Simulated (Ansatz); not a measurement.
**Response to strain in hypothetical I4/mmm MgB2**

The reference is MgB2 (space group I4/mmm, No. 139; a = 2.6827 Å, c = 8.3951 Å; a hypothetical phase, not in the database extracts checked; relaxed with 0.1 eV smearing). Axes: x, y, z lie along a, b, c of the conventional cell.

Strains are applied to the cell and any free atomic positions relax; under biaxial strain the out-of-plane vector relaxes too; under stress the whole cell relaxes.

All numbers come from PBE (Ansatz, an electronic-structure program), scalar-relativistic without spin-orbit coupling.

Candidates:
(a) biaxial strain −1.06 %, plane normal [001], relaxed out of plane
(b) uniaxial stress, 3 GPa compression along z
(c) uniaxial strain ε_yy = +5.14 %
(d) isotropic strain +2.75 %
(e) isotropic strain +3.85 %

Notes on the quantities. energy relative to the base: free energy F.

Order them by energy relative to the base, highest first.

(e) isotropic strain +3.85 % (+41 meV/atom), (d) isotropic strain +2.75 % (+22 meV/atom), (c) uniaxial strain ε_yy = +5.14 % (+6.0 meV/atom), (a) biaxial strain −1.06 %, plane normal [001], relaxed out of plane (+1.8 meV/atom), (b) uniaxial stress, 3 GPa compression along z (+1.2 meV/atom)

Stability under load was not tested beyond the relaxation. All final runs are without spin polarisation.
